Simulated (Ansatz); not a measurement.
An Ansatz (a program for electronic structure) input (Ansatz PBEsol, without spin-orbit coupling, earlier PAW set):

Ansatz 0.2 input:
```yaml
crystal:
  lattice:
    - [5.0922283778, 0, 0]
    - [0, 8.1866270528, 0]
    - [-1.6006954739, 0, 9.423030169]
  atoms:
    - { symbol: Cs, position: [0.2641274375, 0, 0.2402193017] }
    - { symbol: Cs, position: [0.7358725625, 0, 0.7597806983] }
    - { symbol: Cs, position: [0, 0.5, 0.5] }
    - { symbol: K, position: [0.5, 0.5, 0] }
basis: { ecutwfc: 420, ecutrho_ratio: 4, xc_grid: 2, fft_grid_basis: typed }
kpoints: { mp_grid: { grid: [9, 6, 5] } }
hamiltonian:
  xc: pbesol
  dispersion: none
  pseudopotentials: { azcp: { folder: ./paw }, kind: paw }
scf: { occupations: { method: fermi_dirac, width: 0.05 }, convergence: { dr2_threshold: 0.0000000004 } }
output: { forces: true, stress: true }
checkpoint: { write: state.ck, write_every: 1000 }
```

### Question
Which symmetry and how many k-points will the program report, and about how many plane waves at Γ?

### Answer
Space group P2/m (ITA 10) with 4 operations, k-points 92 of 270, and 7679 plane waves at Γ.

These are small ordered cells, not random alloys; other orderings at the same x differ. No phonon test of stability was made. The cell was made from K by this change: x(Cs) = 0.75, 4 atoms, P2/m.
